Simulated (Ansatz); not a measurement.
## AlN: response to strain

The parent structure is AlN in the wurtzite structure (space group P6_3mc, No. 186; a = 3.1066 Å, c = 4.9780 Å). Axes: x lies along a and z along c of the hexagonal cell.

Strains are applied to the cell and any free atomic positions relax; under biaxial strain the out-of-plane vector relaxes too; under stress the whole cell relaxes.

Levels (all Ansatz, a quantum-chemistry and plane-wave program, PAW, earlier PAW set): r2SCAN (500 eV, no spin-orbit coupling); HSE06 (420 eV, without spin-orbit coupling).

Band gaps by level, all at the geometries relaxed with r2SCAN:

```csv
case,r2SCAN,HSE06
base,4.87 eV,5.60 eV
"biaxial strain +2.36 %, plane normal [001], relaxed out of plane",4.37 eV,5.10 eV
isotropic strain +2.31 %,4.26 eV,4.96 eV
uniaxial strain ε_yy = +1.36 %,4.71 eV,5.44 eV
uniaxial strain ε_zz = −3.17 %,4.96 eV,5.71 eV
"uniaxial stress, 2 GPa tension along z",4.87 eV,5.60 eV
```

Single points use the geometry relaxed with r2SCAN. Beyond what the load breaks, stability against distortions was not tested.
